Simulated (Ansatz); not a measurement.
Results of PBEsol (Ansatz, a quantum-chemistry and plane-wave program, PAW) for VPt₂ (Immm, No. 71).

Run with plane-wave cutoff 500 eV, 24×24×24 k mesh, Fermi–Dirac smearing 0.1 eV, no spin polarisation, scalar-relativistic PAW data made under PBE.

Computed at the level's own relaxed cell.

Problem. Give the computed volume per atom.

Solution. 
* **volume per atom**: 14.18 Å³/atom

The run finds no gap.

Spin–orbit coupling is not included.

Computed values are for the static lattice.

The result took around 9 core-minutes (rough).
